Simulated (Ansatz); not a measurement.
Take Ru in the hcp (Mg type) structure (space group P6_3/mmc, No. 194; a = 2.7219 Å, c = 4.2940 Å; relaxed with 0.1 eV smearing) as the base. Axes: x lies along a and z along c of the hexagonal cell.

Calculations: Kohn–Sham DFT with the PBE functional, run in Ansatz (a program for electronic structure) with PAW and 420 eV plane waves, spin-orbit coupling left out.

Before the change:

```
Property                        Result
-----------------------------  -------
Shortest interatomic distance  2.661 Å
Pressure                       0.0 GPa
Band gap                          zero
```

The change: biaxial strain −3.00 %, plane normal [001], relaxed out of plane (Cartesian); in-plane vectors clamped, the third vector and the atoms free.

Predict the new ratio −ε⊥/ε∥, shortest interatomic distance, pressure and band gap.

The ratio −ε⊥/ε∥ is 0.55; the shortest interatomic distance drops by 0.0204 Å (2.661 Å → 2.640 Å); the pressure (mean of the normal stresses, compression positive) goes from zero to 15.7 GPa; the band gap stays zero.

No phonon test of stability was made. The final runs are not spin-polarised.
